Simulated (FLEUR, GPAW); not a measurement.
A GPAW input for a self-consistent single point of LuNi4Sn (F-43m, 6 atoms in the cell) (DFT LDA (Perdew-Wang 92), plane waves, GPAW PAW datasets LDA (gpaw-data 1.0.1)):

```python
from ase import Atoms
from ase.units import GPa
from gpaw import GPAW, PW

atoms = Atoms(['Lu', 'Ni', 'Ni', 'Ni', 'Ni', 'Sn'],
              cell=[[0.000000, 3.482187, 3.482187],
                    [3.482187, 0.000000, 3.482187],
                    [3.482187, 3.482187, 0.000000]],
              scaled_positions=[[0.000000, 0.000000, 0.000000],
                                [0.624790, 0.624790, 0.624790],
                                [0.125630, 0.624790, 0.624790],
                                [0.624790, 0.624790, 0.125630],
                                [0.624790, 0.125630, 0.624790],
                                [0.250000, 0.250000, 0.250000]],
              pbc=True)

calc = GPAW(mode=PW(850),
            xc='LDA',
            kpts={'size': (6, 6, 6), 'gamma': True},
            occupations={'name': 'methfessel-paxton', 'width': 0.136, 'order': 0},
            nbands=-12,
            convergence={'forces': 0.001},
            symmetry={'symmorphic': False, 'tolerance': 0.0005},
            maxiter=150,
            txt='-')

atoms.calc = calc

energy = atoms.get_potential_energy()
print('Energy (eV):', round(energy, 6))
forces = atoms.get_forces()
print('Forces (eV/Ang):')
print(forces.round(5))
stress = atoms.get_stress()
print('Stress (GPa, Voigt):', (stress / GPa).round(4))
```

**Question.** Write the same calculation as an input for FLEUR.

**Answer.** One input that does it (others would too):

Input of the input generator:

```
LuNi4Sn
&input film=f /
-0.0000000000 0.7071067812 0.7071067812
0.7071067812 -0.0000000000 0.7071067812
0.7071067812 0.7071067812 -0.0000000000
9.3060622806
1.0 1.0 1.0

6
71 -0.0000000000 -0.0000000000 -0.0000000000
28 0.6247900000 0.6247900000 0.6247900000
28 0.1256300000 0.6247900000 0.6247900000
28 0.6247900000 0.6247900000 0.1256300000
28 0.6247900000 0.1256300000 0.6247900000
50 0.2500000000 0.2500000000 0.2500000000

&comp jspins=1 /
&exco xctyp='pz' /
&kpt div1=6 div2=6 div3=6 gamma=t /
&end /
```

```xml
<?xml version="1.0" encoding="UTF-8" standalone="no"?>
<fleurInput fleurInputVersion="0.39">
   <comment>
      LuNi4Sn                                                                                             
   </comment>
   <calculationSetup>
      <cutoffs Kmax="3.8" Gmax="11.4" GmaxXC="11.4" numbands="0"/>
      <scfLoop itmax="100" minDistance="0.00001" maxIterBroyd="15" imix="Anderson" alpha="0.05" precondParam="0.0" spinf="2.0"/>
      <coreElectrons ctail="T" frcor="F" kcrel="0" coretail_lmax="0"/>
      <xcFunctional name="pz" relativisticCorrections="F"/>
      <magnetism jspins="1"/>
      <soc l_soc="F" theta="0.0" phi="0.0" spav="F"/>
      <expertModes spex="0" secvar="F"/>
      <geometryOptimization l_f="T" forcealpha="1.0" forcemix="BFGS" epsdisp="0.00001" epsforce="0.00001"/>
      <ldaU l_linMix="F" mixParam="0.05" spinf="1.0"/>
   </calculationSetup>
   <cell>
      <bzIntegration valenceElectrons="103.0" mode="gauss" fermiSmearingEnergy="0.00499791">
         <kPointListSelection listName="default-1"/>
         <!-- k-points included here -->
         <xi:include xmlns:xi="http://www.w3.org/2001/XInclude" href="kpts.xml"> </xi:include>
      </bzIntegration>
      <!-- symmetry operations included here -->
      <xi:include xmlns:xi="http://www.w3.org/2001/XInclude" href="sym.xml"> </xi:include>
      <bulkLattice scale="1.0">
         <bravaisMatrix>
            <row-1>    0.0000000000000000     6.5803797448817978     6.5803797448817978</row-1>
            <row-2>    6.5803797448817978     0.0000000000000000     6.5803797448817978</row-2>
            <row-3>    6.5803797448817978     6.5803797448817978     0.0000000000000000</row-3>
         </bravaisMatrix>
      </bulkLattice>
   </cell>
   <atomSpecies>
      <species name="Lutetium (Lu)" element="Lu" atomicNumber="71">
         <mtSphere radius="2.68" gridPoints="925" logIncrement="0.014"/>
         <atomicCutoffs lmax="10" lnonsphr="8"/>
         <electronConfig flipSpins="F">
            <coreConfig>(1s1/2) (2s1/2) (2p1/2) (2p3/2) (3s1/2) (3p1/2) (3p3/2) (4s1/2) (3d3/2) (3d5/2) (4p1/2) (4p3/2) (4d3/2) (4d5/2)</coreConfig>
            <valenceConfig>(5s1/2) (5p1/2) (5p3/2) (6s1/2) (4f5/2) (4f7/2) (5d3/2) (5d5/2)</valenceConfig>
            <stateOccupation state="(5d3/2)" spinUp="0.2" spinDown="0.2"/>
            <stateOccupation state="(5d5/2)" spinUp="0.3" spinDown="0.3"/>
         </electronConfig>
         <energyParameters s="6" p="6" d="5" f="4"/>
         <lo type="SCLO" l="0" n="5" eDeriv="0"/>
         <lo type="SCLO" l="1" n="5" eDeriv="0"/>
      </species>
      <species name="Nickel (Ni)" element="Ni" atomicNumber="28">
         <mtSphere radius="2.16" gridPoints="747" logIncrement="0.016"/>
         <atomicCutoffs lmax="8" lnonsphr="6"/>
         <electronConfig flipSpins="F">
            <coreConfig>(1s1/2) (2s1/2) (2p1/2) (2p3/2) (3s1/2)</coreConfig>
            <valenceConfig>(3p1/2) (3p3/2) (4s1/2) (3d3/2) (3d5/2)</valenceConfig>
            <stateOccupation state="(3d3/2)" spinUp="1.6" spinDown="1.6"/>
            <stateOccupation state="(3d5/2)" spinUp="2.4" spinDown="2.4"/>
         </electronConfig>
         <energyParameters s="4" p="4" d="3" f="4"/>
         <lo type="SCLO" l="1" n="3" eDeriv="0"/>
      </species>
      <species name="Tin (Sn)" element="Sn" atomicNumber="50">
         <mtSphere radius="2.68" gridPoints="925" logIncrement="0.014"/>
         <atomicCutoffs lmax="10" lnonsphr="8"/>
         <electronConfig flipSpins="F">
            <coreConfig>(1s1/2) (2s1/2) (2p1/2) (2p3/2) (3s1/2) (3p1/2) (3p3/2) (4s1/2) (3d3/2) (3d5/2) (4p1/2) (4p3/2)</coreConfig>
            <valenceConfig>(5s1/2) (4d3/2) (4d5/2) (5p1/2) (5p3/2)</valenceConfig>
            <stateOccupation state="(5p1/2)" spinUp="0.3333333333333" spinDown="0.3333333333333"/>
            <stateOccupation state="(5p3/2)" spinUp="0.6666666666667" spinDown="0.6666666666667"/>
         </electronConfig>
         <energyParameters s="5" p="5" d="5" f="4"/>
         <lo type="SCLO" l="2" n="4" eDeriv="0"/>
      </species>
   </atomSpecies>
   <atomGroups>
      <atomGroup species="Lutetium (Lu)">
         <relPos label="                   1">.0000000000 .0000000000 .0000000000</relPos>
         <force calculate="T" relaxXYZ="TTT"/>
      </atomGroup>
      <atomGroup species="Nickel (Ni)">
         <relPos label="                   2">-.3752100000 -.3752100000 -.3752100000</relPos>
         <relPos label="                   3">.1256300000 -.3752100000 -.3752100000</relPos>
         <relPos label="                   4">-.3752100000 -.3752100000 .1256300000</relPos>
         <relPos label="                   5">-.3752100000 .1256300000 -.3752100000</relPos>
         <force calculate="T" relaxXYZ="TTT"/>
      </atomGroup>
      <atomGroup species="Tin (Sn)">
         <relPos label="                   6">1.000/4.000 1.000/4.000 1.000/4.000</relPos>
         <force calculate="T" relaxXYZ="TTT"/>
      </atomGroup>
   </atomGroups>
   <output dos="F" band="F" slice="F">
      <checks vchk="F" cdinf="F"/>
      <bandDOS minEnergy="-.5*Htr" maxEnergy="0.5*Htr" sigma="0.015" storeEVData="T"/>
      <vacuumDOS vacdos="F" integ="F" star="F" nstars="0" locx1="0.0" locy1="0.0" locx2="0.0" locy2="0.0" nstm="0" tworkf="0.0"/>
      <unfoldingBand unfoldBand="F" supercellX="1" supercellY="1" supercellZ="1"/>
      <plotting iplot="0" polar="F">
         <plot TwoD="T" vec1="  1.0  0.0  0.0" vec2="  0.0  1.0  0.0" vec3="  0.0  0.0  1.0" zero="  0.0  0.0  0.0" file="plot"/>
      </plotting>
      <chargeDensitySlicing numkpt="0" minEigenval="0.0" maxEigenval="0.0" nnne="0" pallst="F"/>
      <specialOutput eonly="F"/>
      <magneticCircularDichroism mcd="F" energyLo="-10.0" energyUp="0.0"/>
   </output>
  <!-- We include the file relax.xml here to enable relaxations (see documentation) -->
  <xi:include xmlns:xi="http://www.w3.org/2001/XInclude" href="relax.xml"> <xi:fallback/> </xi:include>
</fleurInput>
```

Basis, cutoffs, solver keys and any potentials are the target program's own. This input uses DFT, LDA (Perdew-Zunger), all-electron FLAPW (FLEUR), scalar-relativistic valence. LDA parametrisations can differ slightly between programs.

The starting cell comes from a database of computed structures (which also holds hypothetical and non-ambient phases and stackings), without a prior relaxation at this level. Its lattice was rescaled by a random factor within 2.5 % of one.
